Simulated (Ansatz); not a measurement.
Take CuI in the zinc blende structure (space group F-43m, No. 216; a = 5.9393 Å) as the base. Axes: x, y, z lie along the cube axes.

Level of theory: PBEsol, PAW, 420 eV (Ansatz, a program for electronic structure; scalar-relativistic without spin-orbit coupling).

The change: the cell is scaled by 1.0050 in all directions; the atoms relax in the strained cell.

Predict the stress tensor and what it implies for the stiffness.

Stress of the strained cell less that of the base (GPa, compression positive):
```
  -0.71    0.00    0.00
   0.00   -0.71    0.00
   0.00    0.00   -0.71
```

Then B = −ΔP/(ΔV/V₀) with ΔV/V₀ = 0.0151 gives secant stiffness values (nonlinear terms included at this strain): B ≈ 47 GPa.

Whether these cells are dynamically stable was not tested. The final runs are not spin-polarised.
